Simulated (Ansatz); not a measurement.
An Ansatz (a program for electronic structure) input for SnC 3C (a stacking that need not occur in nature):

Ansatz 0.2 input:
```yaml
crystal:
  lattice:
    - [3.6133157, 0.0, 0.0]
    - [-1.8066578, 3.1292231, 0.0]
    - [0.0, 2.0861488, 2.9502599]
  atoms:
    - { symbol: Sn, position: [0.0, 0.0, 0.0] }
    - { symbol: C, position: [-0.25, -0.5, 0.75] }
basis:
  ecutwfc: 420
  ecutrho_ratio: 4
  xc_grid: 2
kpoints:
  mp_grid: { grid: [9, 9, 9] }
  band_path: { path: [VBM, CBM], npoints: 4 }
hamiltonian:
  xc: pbe
  dispersion: none
  pseudopotentials: { kind: paw }
scf:
  n_extra_bands: 8
  occupations: { method: fermi_dirac, width: 0.01 }
output:
  forces: true
  stress: true
  eigenstates:
    kpoints:
      - [0, 0, 0]
      - [0.5, 0, 0]
      - [0.5, 0, 0.5]
    e_range: [-4.0, 6.0]
    localisation: true
relax:
  f_tol: 0.01
  max_steps: 60
  cell: { stress_tol: 0.03 }
```

Level of theory: PBE (plane waves to 420 eV, PAW; Ansatz). No spin–orbit coupling. Its k-point mesh 9×9×9, Fermi–Dirac width 0.01 eV.

Q: What does the end of the output print (band table and long remarks left out, numbers rounded to eight decimals)?

A: 
```
SCF converged after 9 iterations
Free energy (F): -6273.514796 eV
Harris-Foulkes:  -6273.514796 eV  (|F-HF|=1.82e-12)
Internal energy: -6273.514796 eV  (E = F + TS)
E sigma→0 (E₀):  -6273.514796 eV
Fermi energy:    10.896264 eV
--- Per-component energies (eV) ---
  E_band       = -63.014170
  E_kinetic    = 274.153692
  E_local      = -933.651726  (includes V_loc(G=0)·N_el)
  E_nonlocal   = -4.361352
  E_hartree    = 561.909063
  E_xc         = -428.716096
  E_vxc        = -153.626790  (∫ρ·V_xc dr)
  E_paw        = -4240.218025  (= ΣΔE_a)
  E_vpaw       = -369.346126  (= ΣTr[D̂ρ^β])
  E_aug_tail   = 0.000006  (compensation charges beyond the density's cutoff)
  E_ewald      = -1502.630358
  E_smearing   = 0.000000  (= −TS)
  E_closure    = 0.000000  (closes the sum)
  Σ components = -6273.514796   (vs F -6273.514796, Δ=0.00e0)
--- Forces (eV/Å), atoms counted from 1 ---
  atom   1  Sn    0.00000000     0.00000000    0.00000000
  atom   2  C      0.00000000     0.00000000     0.00000000
  max |Σ_I F_I| component: 1.64e-16 eV/Å
--- Stress (GPa, compression-positive) ---
       -0.026760       0.000000      0.000000
       0.000000      -0.026760       0.000000
       0.000000       0.000000      -0.026760
  P = ⅓ Tr σ = -0.0268 GPa (-0.268 kbar)
--- Relaxed structure (3 steps of the walk, 3 accepted, 1 SCFs on fresh bases) ---
  F+E_penalty+E_count = -6273.51479610 eV   max|allowed force component| = 1.214e-16 eV/Å   (the final SCF, on the basis selected at the relaxed cell)
  cell:  # Å, volume = 32.9220 Å³
    - [3.59749726, -2.87411370e-8, 2.03230532e-8]
    - [-1.79874861, 3.11552404, -4.53620872e-8]
    - [0.0, 2.07701605, 2.93734419]
  atoms:
    - { symbol: Sn, position: [0.0, 0.0, 0.0] }
    - { symbol: C, position: [-0.25000000, -0.50000000, 0.75000000] }
```

Cost: around 11 core-seconds (rough).
